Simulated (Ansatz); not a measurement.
Li2BaMgP2O8 (P-3), PBEsol, rigid bands run with Ansatz (a first-principles code): N_v = 7.21e20 cm⁻³ at 300 K and a hole conductivity mass of 3.56 mₑ along x (a = (5.03, 0.00, 0.00) Å; b = (-2.52, 4.36, 0.00) Å; c = (0.00, 0.00, 7.06) Å).

Problem. For 1e17 holes per cm³ at 300 K, place the Fermi level, estimate the Seebeck coefficient of a parabolic band with constant τ, and give mobility and conductivity for τ = 50 fs.

Solution. The level lies k_BT ln(N_v/p) = 0.230 eV above the valence-band maximum. S ≈ +(k_B/e)[ln(N_v/p) + 5/2] = 981 μV/K, against 976 μV/K from the full bands (mean over directions). μ = eτ/m = 24.7 cm²/(V·s) and σ = peμ = 0.396 S/cm. τ is assumed, not computed.

Band transport and this doping are assumed; polarons and phonon drag are left out. Spin-orbit coupling is left out; where it splits the top of the valence band, N_v and the p-type Seebeck coefficient come out somewhat high without it.

Computed structure with no diffraction record at hand here (it may be known, metastable or hypothetical): Li2BaMgP2O8 (P-3).
